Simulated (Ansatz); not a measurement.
tetragonal MoSi2 (1 1 0) on silicon (0 0 1), half a monolayer of S at both interfaces (film strained to the substrate, started from cuts of the bulks and a machine-learned relaxation; slabs Si72 and Mo20Si40S6, which can lie off the formulas)

A periodic stack without vacuum, tetragonal MoSi2 (1 1 0) on silicon (0 0 1), half a monolayer of S at both interfaces (film strained to the substrate, started from cuts of the bulks and a machine-learned relaxation; slabs Si72 and Mo20Si40S6, which can lie off the formulas): substrate slab Si72, film Mo20Si40S6, surface cells [[2, 0], [2, 3]] and [[2, 1], [-1, 2]], film strained by -1.7 and +2.0 %, outermost planes Si/Si and MoSi/MoSi as cut, which need not be the usual terminations and can put a slab off its formula.

The start was prepared with a machine-learned potential, and the result is one local minimum, with the in-plane cell held and forces under 0.04 eV/Å; the film can end far from its bulk form.

Computed with PBE (plane waves to 420 eV, PAW; Ansatz, an electronic-structure program). No spin–orbit coupling; the runs are not spin-polarised; PBE gaps are too small against experiment. Its k-point mesh 4×3×1, Fermi–Dirac width 0.05 eV.

* **interface area**: 89.8 Å²
* **period**: 26.78 Å
* **heights between the nearest atoms of the two slabs at the two interfaces**: 0.04 and 0.22 Å
* **Mo–Si contacts across the interfaces within 1.22 times the sum of covalent radii**: 11, mean 2.64 Å
* **S–Si contacts across the interfaces within 1.22 times the sum of covalent radii**: 7, mean 2.26 Å
* **Si–Si contacts across the interfaces within 1.22 times the sum of covalent radii**: 1, mean 2.63 Å
* **hole barrier (PBE, at the middle of a substrate layer that carries a field)**: 0.11 eV
* **electron barrier (PBE, at the middle of a substrate layer that carries a field)**: 0.50 eV
* **slope of the mean potential energy in the substrate**: -2.4 MV/cm × e

```
CELL_PARAMETERS angstrom
      7.72629    -0.00224    -0.39134
     -3.86753    11.60370     0.03997
      1.37992    -0.07644    26.75061
ATOMIC_POSITIONS crystal
  Si 0.77991 0.98135 0.05541
  Si 0.29002 0.97777 0.05780
  Si 0.95844 0.33557 0.05402
  Si 0.46002 0.33219 0.05357
  Si 0.13908 0.68221 0.05959
  Si 0.62780 0.67597 0.05652
  Si 0.01802 0.94714 0.00636
  Si 0.49964 0.91709 0.00641
  Si 0.20155 0.31970 0.00059
  Si 0.70124 0.32269 0.00066
  Si 0.39436 0.70705 0.00586
  Si 0.89717 0.71290 0.00731
  Si 0.63375 0.16373 0.15471
  Si 0.13309 0.16466 0.15475
  Si 0.80115 0.50261 0.15654
  Si 0.30380 0.50446 0.15632
  Si 0.96805 0.83511 0.16321
  Si 0.47571 0.83571 0.16539
  Si 0.88202 0.16036 0.10229
  Si 0.38097 0.15997 0.10287
  Si 0.05322 0.50640 0.10493
  Si 0.55287 0.50362 0.10371
  Si 0.22463 0.83389 0.11700
  Si 0.71701 0.83157 0.11311
  Si 0.80771 0.00948 0.26258
  Si 0.30331 0.00847 0.26194
  Si 0.96743 0.33597 0.25703
  Si 0.46773 0.33408 0.25677
  Si 0.13630 0.67111 0.26192
  Si 0.63689 0.67024 0.26271
  Si 0.05354 0.00728 0.21064
  Si 0.55661 0.00830 0.21200
  Si 0.21757 0.33490 0.20543
  Si 0.71670 0.33309 0.20534
  Si 0.38629 0.66696 0.21196
  Si 0.88389 0.66754 0.21115
  Si 0.63966 0.17843 0.36333
  Si 0.14019 0.18028 0.36515
  Si 0.80076 0.50338 0.36040
  Si 0.30065 0.49983 0.35793
  Si 0.97297 0.84309 0.36466
  Si 0.47514 0.84744 0.36393
  Si 0.89130 0.17821 0.31279
  Si 0.38704 0.17671 0.31271
  Si 0.04903 0.50194 0.30919
  Si 0.55213 0.49932 0.30889
  Si 0.22191 0.84254 0.31264
  Si 0.72350 0.84270 0.31283
  Si 0.81510 0.01945 0.46900
  Si 0.31010 0.02127 0.46851
  Si 0.97224 0.35134 0.46747
  Si 0.48085 0.35609 0.46644
  Si 0.14065 0.66167 0.45649
  Si 0.62326 0.67124 0.46007
  Si 0.05898 0.01387 0.41588
  Si 0.56136 0.01819 0.41706
  Si 0.22413 0.34979 0.41646
  Si 0.72311 0.34549 0.41462
  Si 0.38728 0.66929 0.40548
  Si 0.88209 0.67022 0.41157
  Si 0.66068 0.19590 0.57233
  Si 0.18887 0.25513 0.57457
  Si 0.84478 0.58210 0.56951
  Si 0.29067 0.47242 0.56762
  Si 0.92770 0.77606 0.54080
  Si 0.43888 0.82377 0.56441
  Si 0.90953 0.19297 0.52172
  Si 0.40618 0.19857 0.52069
  Si 0.05931 0.51902 0.51984
  Si 0.56662 0.52197 0.51999
  Si 0.21775 0.83150 0.50274
  Si 0.69481 0.83958 0.50982
  Mo 0.67387 0.22293 0.66626
  Mo 0.86888 0.60726 0.66574
  Mo 0.06447 0.01474 0.66433
  Mo 0.27036 0.41445 0.65926
  Mo 0.46654 0.80559 0.66455
  Mo 0.57017 0.01548 0.74829
  Mo 0.77267 0.41765 0.74834
  Mo 0.97196 0.81623 0.74838
  Mo 0.17341 0.21826 0.74544
  Mo 0.37102 0.61493 0.74702
  Mo 0.47152 0.81922 0.83289
  Mo 0.67358 0.21819 0.83174
  Mo 0.87500 0.62185 0.83419
  Mo 0.07311 0.01865 0.83281
  Mo 0.27389 0.42008 0.83163
  Mo 0.37516 0.62390 0.91501
  Mo 0.56818 0.01916 0.91712
  Mo 0.76846 0.41829 0.91552
  Mo 0.97267 0.82761 0.92193
  Mo 0.17595 0.22563 0.91301
  Si 0.00836 0.21957 0.65909
  Si 0.20339 0.61140 0.66160
  Si 0.40812 0.01301 0.65986
  Si 0.60803 0.41540 0.66172
  Si 0.78912 0.78374 0.66986
  Si 0.93179 0.41361 0.66196
  Si 0.13326 0.79929 0.66082
  Si 0.34114 0.20833 0.66053
  Si 0.52925 0.60843 0.65993
  Si 0.75372 0.04727 0.67226
  Si 0.90771 0.01427 0.74905
  Si 0.10816 0.41734 0.74592
  Si 0.30578 0.81557 0.74764
  Si 0.50628 0.21819 0.74771
  Si 0.70473 0.61406 0.74823
  Si 0.84049 0.22107 0.74791
  Si 0.03740 0.61555 0.74811
  Si 0.23554 0.01604 0.74628
  Si 0.43635 0.41635 0.74540
  Si 0.63445 0.81604 0.74884
  Si 0.80834 0.81942 0.83451
  Si 0.00782 0.21900 0.83119
  Si 0.20949 0.61903 0.83236
  Si 0.40765 0.01904 0.83333
  Si 0.60721 0.42029 0.83262
  Si 0.73419 0.01816 0.83314
  Si 0.93830 0.41959 0.83257
  Si 0.13731 0.81987 0.83525
  Si 0.33798 0.22149 0.83044
  Si 0.53825 0.61987 0.83267
  Si 0.70065 0.62427 0.91740
  Si 0.90226 0.02352 0.91482
  Si 0.11387 0.42700 0.91542
  Si 0.30746 0.82262 0.92042
  Si 0.50432 0.22609 0.91147
  Si 0.63776 0.82249 0.91870
  Si 0.85240 0.22823 0.91851
  Si 0.05245 0.62688 0.91892
  Si 0.24729 0.02409 0.91804
  Si 0.44096 0.42702 0.91884
  S  0.76184 0.91560 0.61795
  S  0.10957 0.89846 0.59331
  S  0.47601 0.01492 0.57598
  S  0.71575 0.14333 0.98872
  S  0.20879 0.13168 0.99223
  S  0.91750 0.53765 0.98786
```
